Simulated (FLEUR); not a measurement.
FLEUR run on NiO (Fm-3m, 4 atoms in the cell): self-consistent single point.

Method: LDA (Perdew-Zunger), all-electron FLAPW (FLEUR), scalar-relativistic valence.

```
CELL_PARAMETERS angstrom
      4.28157     2.14079     2.14079
      2.14079     4.28157     2.14079
      2.14079     2.14079     4.28157
ATOMIC_POSITIONS crystal
  Ni 0.00000 0.00000 0.00000
  Ni 0.50000 0.50000 0.50000
  O  0.25000 0.25000 0.25000
  O  0.75000 0.75000 0.75000
```
Moments meant for the start (each program seeds them in its own way; μB, in the order of the atoms Ni Ni O O): 2.0 -2.0 0.0 0.0.

Reference input (self-consistent single point, DFT, PBE, all-electron FLAPW (FLEUR), scalar-relativistic valence): Kmax = 4.5 1/bohr; GmaxXC = 18 1/bohr; xcFunctional = pbe; jspins = 2; l_soc = F; mode = hist; fermiSmearingEnergy = 0.00183747 Htr; mesh (inpgen div1-3) = 7 7 7; inpgen gamma flag = false; Gmax = 18 1/bohr; numbands = 0; maxIterBroyd = 40. This run's input differs from it in these lines:

```diff
@@ -16,2 +16,3 @@
 &comp jspins=2 /
+&exco xctyp='pz' /
 &kpt div1=7 div2=7 div3=7 /
@@ -28,3 +29,3 @@
       <coreElectrons ctail="T" frcor="F" kcrel="0" coretail_lmax="0"/>
-      <xcFunctional name="pbe" relativisticCorrections="F"/>
+      <xcFunctional name="pz" relativisticCorrections="F"/>
       <magnetism jspins="2"/>
```

The program printed (abridged):

```
 Iteration:     1   Distance:      33.53516522 me/bohr^3
 Iteration:     2   Distance:      30.90874605 me/bohr^3
 Iteration:     3   Distance:      19.36794807 me/bohr^3
 Iteration:     4   Distance:      17.98057925 me/bohr^3
 Iteration:     5   Distance:      12.53204910 me/bohr^3
   [... 11 lines left out ...]
 Iteration:    17   Distance:       0.00087663 me/bohr^3
 Iteration:    18   Distance:       0.00004847 me/bohr^3
 Iteration:    19   Distance:       0.00003767 me/bohr^3
 Iteration:    20   Distance:       0.00000471 me/bohr^3
 Run finished successfully
 Stop message:
   Structural relaxation: Done

[file out, last iteration]
             iter=     21
[...]
          total density-effective poten   -5.0491817298E+03
          total charge density-energy d   -1.3819632471E+02
 Updated energy parameters for spin:           1
 Updated energy parameters for spin:           2
[...]
 fermi energy and band-weighting factors:
    0.994292    1.009400

[...]
FERMIE:
          first approx. to ef    (T=0)  :   0.261688 htr   (energy of the highest occ. eigenvalue)
          number of occ. states  (T=0)  :       1936
          first approx. to seigv (T=0)  : -21.420082 htr
          sum of weights of occ. states :  44.000000
          sum of semicore charge        :   0.000000 e
FERHIS:  Fermi-Energy by histogram:
   [... lines left out ...]
          bandgap                     :   0.017041 htr
          charge neutrality (T=0)     :   0.000000    (zero if the highest occ. eigenvalue is "entirely" occupied)
     EF_NEWTON:  Adjust Fermi-Energy by Newton-Method.
 Direct bandgap for spin            1 :    1.9581393520400225E-002  Htr
 Direct bandgap for spin            2 :    1.9581392974342471E-002  Htr
 ---->    free energy=                     -3186.3002773804 htr
   [... lines left out ...]
 TOTAL FORCE FOR ATOM TYPE=  1  X=  0.000   Y=  0.000   Z=  0.000
                       FX_TOT= 0.000000 FY_TOT= 0.000000 FZ_TOT= 0.000000
 TOTAL FORCE FOR ATOM TYPE=  2  X=  8.091   Y=  8.091   Z=  8.091
                       FX_TOT= 0.000000 FY_TOT= 0.000000 FZ_TOT= 0.000000
 TOTAL FORCE FOR ATOM TYPE=  3  X=  4.046   Y=  4.046   Z=  4.046
                       FX_TOT= 0.000000 FY_TOT= 0.000000 FZ_TOT= 0.000000
 Structural relaxation: Done
```

The run converged in 20 iterations. FLEUR gives forces in its relaxation mode, with a further iteration, so its stop message speaks of a relaxation. Against the reference run the gap on the mesh goes from 1.028 to 0.464 eV.

The starting cell has typed, rounded lattice constants, without a prior relaxation at this level. Its lattice was rescaled by a random factor within 2.5 % of one. The magnetic order is the one reached from the typed start; others were not searched systematically. Values depend on the basis (sphere radii, cutoffs, local orbitals), which need not be converged.

Cost on one core of a shared machine: roughly 6 min.
